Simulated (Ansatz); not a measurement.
Functionals compared on a constructed model of the (100) surface of fcc Pt, a pseudomorphic layer of Ru in the host's stacking (bottom of the slab: a bare face, its two planes held), in Ansatz (plane waves, PAW). The structure was relaxed with PBE; the other rows are single points on it. Cutoff 420 eV (500 eV for r2SCAN).

Model: 7-atom slab, 12.1 Å thick at the start, 13x13x1 mesh, Fermi-Dirac 0.1 eV, dipole correction, 2 atoms held, the rest relaxed; held to the start's symmetry, so lower structures may exist; no spin, no spin-orbit, no U. It is one candidate, not shown to be the stable structure of the face. These notes are the PBE run's.

```tsv
functional	work function of the top face (eV)	rough cost of the single point
PBE	5.13	–
RPBE	4.97	around 50 core-seconds (rough)
r2SCAN	5.18	about 100 core-seconds (a rough figure)
```

Ansatz is a quantum-chemistry and plane-wave program.
